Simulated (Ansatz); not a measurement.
Data:

```xyz
2
Lattice="0.0000 2.2459 2.2459 2.2459 0.0000 2.2459 2.2459 2.2459 0.0000" Properties=species:S:1:pos:R:3 pbc="T T T"
Hf     0.0000     0.0000     0.0000
C      2.2459     2.2459     2.2459
```

No spin polarisation.

Level of theory: DFT with PBEsol, PAW potentials and a 420 eV plane-wave cutoff in Ansatz (a program for electronic structure), scalar-relativistic without spin-orbit coupling. k-mesh 22×22×22 (Γ-centred); smearing 0.1 eV (Fermi–Dirac).

### Question
What is the computed band gap?

### Answer
Zero.

### Question
What is the computed pressure?

### Answer
21.9 GPa.

### Question
What is the computed space group?

### Answer
Fm-3m (No. 225).

The cells carry an imposed strain or load. Whether these cells are dynamically stable was not tested. All final runs are without spin polarisation. The cell was made from HfC in the rock salt structure (space group Fm-3m, No. 225) by this change: isotropic strain −2.50 %.
